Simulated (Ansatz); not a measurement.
Start from Rh in the fcc (Cu type) structure (space group Fm-3m, No. 225; a = 3.832 Å; relaxed with 0.1 eV smearing). Axes: x, y, z lie along the cube axes.

Computed with Ansatz (a program for electronic structure), PBE, PAW, cutoff 420 eV, no SOC.

The change: the cell is scaled by 0.9700 in all directions; the atoms relax in the strained cell.

Task: Predict the stress tensor and what it implies for the stiffness.

Result: Stress of the strained cell less that of the base (GPa, compression positive):
```
   29.5     0.0     0.0
    0.0    29.5     0.0
    0.0     0.0    29.5
```

Then B = −ΔP/(ΔV/V₀) with ΔV/V₀ = -0.0873 gives secant stiffness values (nonlinear terms included at this strain): B ≈ 337 GPa.

As a check, the harmonic strain energy −½ V₀ Δσ:ε is 120 meV/atom; the computed energy rise is 103 meV/atom.

Whether these cells are dynamically stable was not tested. The final runs are not spin-polarised.
